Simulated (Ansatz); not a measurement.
Corundum Ga₂O₃ (metastable phase), treated with r²SCAN (plane waves, PAW; Ansatz, an electronic-structure program).

Numerical settings: plane-wave cutoff 500 eV, 10×10×10 k mesh, Fermi–Dirac smearing 0.05 eV, scalar-relativistic PAW data made under PBE.

Cell (relaxed at this level):

```yaml
crystal:
  lattice:
    - [2.49227, 1.43892, 4.48059]
    - [-2.49227, 1.43892, 4.48059]
    - [0.00000, -2.87783, 4.48059]
  atoms:
    - { symbol: Ga, position: [0.85539, 0.85539, 0.85539] }
    - { symbol: Ga, position: [0.14461, 0.14461, 0.14461] }
    - { symbol: Ga, position: [0.64461, 0.64461, 0.64461] }
    - { symbol: Ga, position: [0.35539, 0.35539, 0.35539] }
    - { symbol: O, position: [0.75000, 0.44638, 0.05362] }
    - { symbol: O, position: [0.25000, 0.55362, 0.94638] }
    - { symbol: O, position: [0.05362, 0.75000, 0.44638] }
    - { symbol: O, position: [0.94638, 0.25000, 0.55362] }
    - { symbol: O, position: [0.44638, 0.05362, 0.75000] }
    - { symbol: O, position: [0.55362, 0.94638, 0.25000] }
```

Q: What does this level give for the band gap?

A: 
- band gap = 3.56 eV (on the SCF k mesh)

Spin–orbit coupling is not included.

The computed numbers hold no vibrational or temperature effects.

Cost on a shared machine: very roughly 2.4 core-minutes.
